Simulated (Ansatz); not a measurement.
The structure below was relaxed with r2SCAN (Ansatz, an electronic-structure program), no spin-orbit coupling.

```
Ta2BiAs
1.0
   -1.80063     1.80844     6.17441
    1.80063    -1.80844     6.17441
    1.80063     1.80844    -6.17441
Ta Bi As
2 1 1
Direct
  0.01696   0.01696   0.00000
  0.23273   0.73273   0.50000
  0.41463   0.41463   0.00000
  0.66768   0.16768   0.50000
```

**Question.** Find the space group and the Wyckoff positions.

**Answer.** Space group Imm2 (No. 44); a = 3.6013 Å, b = 3.6169 Å, c = 12.3488 Å, α = 90.00°, β = 90.00°, γ = 90.00°

```
atom  site  symmetry       x       y       z
----  ----  --------  ------  ------  ------
Ta      2a       mm2  0.0000  0.0000  0.9830
Ta      2b       mm2  0.0000  0.5000  0.2673
Bi      2a       mm2  0.0000  0.0000  0.5854
As      2b       mm2  0.5000  0.0000  0.3323
```

**Question.** Describe the coordination.

**Answer.** The crystal has 8 atoms in its conventional cell. Cell: a = 3.6013 Å, b = 3.6169 Å, c = 12.3488 Å, α = β = γ = 90.00°. Ta1 is surrounded by 2 As at 2.595 Å and 4 Bi at 2.848 Å and 2 Ta at 3.216 Å. Ta2 is coordinated by 4 As at 2.675 Å and 2 Bi at 2.879 Å and 2 Ta at 3.216 Å. Bi is coordinated by 6 Ta at 2.848–2.879 Å (trigonal prismatic). As is coordinated by 6 Ta at 2.595–2.675 Å (trigonal prismatic). (Neighbours: up to the widest gap in distance over summed covalent radii, below 1.35, at either atom; cation-cation and far metal-metal contacts left out.)

Each cell is one ordered arrangement of few atoms, which overstates ordering effects compared with a random alloy. Stability against distortions was not tested. The final runs are not spin-polarised. The cell was made from TaAs by this change: x(Bi) = 0.5, 4 atoms, Imm2.
